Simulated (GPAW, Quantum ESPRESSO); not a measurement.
A Quantum ESPRESSO input for a self-consistent single point of ZrCrF₆ (Fm-3m, 8 atoms in the cell) (DFT, PBEsol, plane waves, PseudoDojo standard norm-conserving (PBESOL) pseudopotentials):

```fortran
&control
   calculation = 'scf'
   prefix = 'zrcrf6'
   outdir = './tmp/'
   pseudo_dir = './'
   verbosity = 'high'
   tprnfor = .true.
   tstress = .true.
/
&system
   ibrav = 0
   nat = 8
   ntyp = 3
   ecutwfc = 95
   occupations = 'smearing'
   smearing = 'fermi-dirac'
   degauss = 0.0073499
   nspin = 2
   starting_magnetization(2) = 0.214
/
&electrons
   conv_thr = 1.0e-11
   mixing_beta = 0.3
/
ATOMIC_SPECIES
Zr    91.2240  Zr.upf
Cr    51.9961  Cr.upf
F     18.9984  F.upf
ATOMIC_POSITIONS angstrom
Zr    4.03040400    4.03040400    4.03040400
Cr    0.00000000    0.00000000    0.00000000
F     4.03040400    6.01054149    4.03040400
F     4.03040400    2.05026652    4.03040400
F     2.05026652    4.03040400    4.03040400
F     6.01054149    4.03040400    4.03040400
F     4.03040400    4.03040400    6.01054149
F     4.03040400    4.03040400    2.05026652
K_POINTS automatic
5 5 5  0 0 0
CELL_PARAMETERS angstrom
   0.00000000     4.03040400     4.03040400
   4.03040400     0.00000000     4.03040400
   4.03040400     4.03040400     0.00000000
```

Q: Give the GPAW input for the same structure, mesh, smearing and functional.

A: One input that does it (others would too):

```python
from ase import Atoms
from ase.units import GPa
from gpaw import GPAW, PW, FermiDirac

atoms = Atoms(['Zr', 'Cr', 'F', 'F', 'F', 'F', 'F', 'F'],
              cell=[[0.000000, 4.030404, 4.030404],
                    [4.030404, 0.000000, 4.030404],
                    [4.030404, 4.030404, 0.000000]],
              positions=[[4.030404, 4.030404, 4.030404],
                         [0.000000, 0.000000, 0.000000],
                         [4.030404, 6.010541, 4.030404],
                         [4.030404, 2.050267, 4.030404],
                         [2.050267, 4.030404, 4.030404],
                         [6.010541, 4.030404, 4.030404],
                         [4.030404, 4.030404, 6.010541],
                         [4.030404, 4.030404, 2.050267]],
              pbc=True)

atoms.set_initial_magnetic_moments([0.0, 3.0, 0.0, 0.0, 0.0, 0.0, 0.0, 0.0])

calc = GPAW(spinpol=True,
            mode=PW(900),
            xc='PBEsol',
            kpts=(5, 5, 5),
            occupations=FermiDirac(0.1),
            nbands=-14,
            convergence={'density': 1e-05, 'energy': 1e-05},
            symmetry={'symmorphic': False, 'tolerance': 0.0005},
            maxiter=100)

atoms.calc = calc

energy = atoms.get_potential_energy()
print('Energy (eV):', round(energy, 6))
forces = atoms.get_forces()
print('Forces (eV/Ang):')
print(forces.round(5))
stress = atoms.get_stress()
print('Stress (GPa, Voigt):', (stress / GPa).round(4))
```

Basis settings and potentials, where a program has them, do not carry over. This input uses DFT PBEsol, plane waves, GPAW PAW datasets PBEsol (made by gpaw-setup).

The starting cell comes from a database of computed structures (which also holds hypothetical and non-ambient phases and stackings), without a prior relaxation at this level. Its lattice was rescaled by a random factor within 2.5 % of one. For this run, on top of that: lattice scaled by 0.98.
